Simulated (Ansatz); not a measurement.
A zone-centre phonon calculation of NbRu₃ (Pm-3m, 4 atoms in the cell) with Ansatz (an electronic-structure program).

Level of theory: LDA (PW92), default PAW files made with PBE (plane waves; Ansatz).

```xyz
4
Lattice="3.8657 0.0000 0.0000 0.0000 3.8657 0.0000 0.0000 0.0000 3.8657" Properties=species:S:1:pos:R:3 pbc="T T T"
Nb     0.0000     0.0000     0.0000
Ru     0.0000     1.9328     1.9328
Ru     1.9328     0.0000     1.9328
Ru     1.9328     1.9328     0.0000
```

Reference input (self-consistent single point, DFT, LDA (PW92), plane waves, default PAW files made with PBE): basis.ecutwfc = 420 eV; kpoints.mp_grid.grid = 9 9 9; hamiltonian.xc = lda; hamiltonian.pseudopotentials = {kind: paw} (the program's default PAW files); scf.occupations.method = gaussian; scf.occupations.width = 0.1 eV. This run's input differs from it in these lines:

Ansatz 0.2 input:
```diff
@@ -15,3 +15,3 @@
   mp_grid:
-    grid: [9, 9, 9]
+    grid: [13, 13, 13]
 hamiltonian:
@@ -24,6 +24,4 @@
     width: 0.1
-output:
-  forces: true
-  eigenvalues: true
-  stress: true
+phonons:
+  method: dfpt
```

Log, with long lists cut:

```
SCF iter   1: F=—  HF=-21717.939777 eV  |F-HF|=—  |Δ(HF+E_count)|=         —  Δρ=9.39e-3  dr2=3.98e-2  ethr=1.77e-3  ⟨swp⟩=5.0  Hψ=42427  notcnv=0
all-band conjugate gradients solve this SCF's bands
preconditioner: auto → Kerker (q_TF=auto, 2.753 Å⁻¹)
SCF iter   2: F=—  HF=-21717.937163 eV  |F-HF|=—  |Δ(HF+E_count)|=   2.61e-3  Δρ=4.35e-3  dr2=7.88e-3  ethr=6.53e-5  ⟨swp⟩=1.6  Hψ=18617  notcnv=0
   [... lines left out ...]
SCF iter   6: F=—  HF=-21717.936251 eV  |F-HF|=—  |Δ(HF+E_count)|=   9.49e-8  Δρ=5.03e-6  dr2=1.04e-8  ethr=1.05e-9  ⟨swp⟩=2.0  Hψ=16530  notcnv=0
SCF iter   7: F=—  HF=-21717.936251 eV  |F-HF|=—  |Δ(HF+E_count)|=  9.64e-10  Δρ=1.58e-6  dr2=1.29e-9  ethr=1.71e-11  ⟨swp⟩=2.5  Hψ=22118  notcnv=0
SCF iter   8: F=—  HF=-21717.936251 eV  |F-HF|=—  |Δ(HF+E_count)|=  2.55e-10  Δρ=2.89e-7  dr2=3.97e-11  ethr=2.11e-12  ⟨swp⟩=2.0  Hψ=16989  notcnv=0
SCF iter   9: F=-21717.936251 eV  HF=-21717.936251 eV  |F-HF|=7.28e-12  |Δ(HF+E_count)|=  7.28e-12  Δρ=3.95e-8  dr2=7.32e-13  ethr=1.00e-12  ⟨swp⟩=8.1  Hψ=55226  notcnv=0
SCF 1 converged in 9 iterations: F = -21717.936251 eV  dr2 = 7.32e-13
DFPT response loops at Γ: preconditioner auto → Kerker (q_TF=auto, 2.753 Å⁻¹) (partly filled bands, converged f_vac=0.000) …
Free energy (F): -21717.936251 eV
Internal energy: -21717.913942 eV  (E = F + TS)
E sigma→0 (E₀):  -21717.925096 eV
Entropy (-TS):   -0.022309 eV (-5.577 meV/atom)
Fermi energy:    21.680476 eV
--- Phonons (Γ-DFPT): 3 representative perturbations + reference, on 343 of 2197 k-points (Σ response iterations 9) ---
  k mesh reduced under 8 symmetry operations, with k and −k counted as one. Each operation leaves every solved displacement unchanged or reverses it
  ASR residual: 1.290e-4 → 0.000e0 eV/Å²; symmetrization residual: 1.108e-5 eV/Å²
  ASR residual per site (eV/Å²): 1.29e-5 1.29e-4 1.29e-4 1.29e-4
  Γ frequencies (cm⁻¹): 0.00 0.00 0.00 131.35 131.35 131.35 147.74 147.74 147.74 193.22 193.22 193.22
  non-analytic LO–TO correction: not included (Born effective charges unavailable; polar crystals: no LO–TO splitting at Γ)
```

The run converged in 9 iterations. 

Summary of the result:
* **Free energy E − TS (on the zero of these files)**: -21717.9363 eV
* **Fermi level (on the code's own zero)**: 21.68 eV
* **Zone-centre frequencies (cm⁻¹; negative means imaginary)**: 0, 0, 0, 131, 131, 131, 148, 148, 148, 193, 193, 193

The starting cell comes from a database of computed structures (which also holds hypothetical and non-ambient phases and stackings), without a prior relaxation at this level. Its lattice was rescaled by up to half a per cent. Spin polarisation is off.

Cost on one core of a shared machine: roughly 4 min.
